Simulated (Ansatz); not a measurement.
BaZrO3 under a change: isotropic strain −0.80 %

The reference is BaZrO$_{3}$ in the cubic perovskite structure (space group Pm-3m, No. 221; a = 4.227 Å).

The change: every lattice vector is shortened by 0.80 %, atoms relaxed at fixed cell.

Level of theory: PBE (Ansatz, a program for electronic structure, PAW, without spin-orbit coupling). Settings: 8×8×8 k-points, 0.05 eV Fermi–Dirac smearing.

* **Volume per atom**: 14.75 Å³ (base 15.11 Å³)
* **Space group**: Pm-3m (No. 221) (base Pm-3m (No. 221))
* **Shortest interatomic distance**: 209.7 pm (base 211.4 pm)
* **Energy relative to the base (free energy F)**: +4.2 meV/atom
* **Pressure**: 3.80 GPa (base 0.00 GPa)
* **Band gap**: 3.24 eV (base 3.18 eV)
* **Gap character**: indirect, R → Γ (base indirect, R → Γ)
* **Smallest direct gap**: 3.43 eV (base 3.40 eV)
* **Mean gap deformation potential ΔEg/Δln V**: -2.4 eV
* **Width of the top valence band**: 0.88 eV (base 0.87 eV)
* **Electron mass (degenerate bands, along [100])**: 0.35, 0.35, 2.8 mₑ (at Γ) (base 0.36, 0.36, 2.8 mₑ (at Γ))

Final structure:

```
CELL_PARAMETERS angstrom
      4.19340     0.00000     0.00000
      0.00000     4.19340     0.00000
      0.00000     0.00000     4.19340
ATOMIC_POSITIONS crystal
  Ba 0.00000 0.00000 0.00000
  Zr 0.50000 0.50000 0.50000
  O  0.00000 0.50000 0.50000
  O  0.50000 0.50000 0.00000
  O  0.50000 0.00000 0.50000
```

Cost of the whole job for the changed cell (relaxation, final SCF and bands): roughly 27 core-seconds.

Effective masses come from finite differences of ±0.01 Å⁻¹. Semilocal Kohn–Sham gaps tend to fall short of experiment. Stability against distortions was not tested.
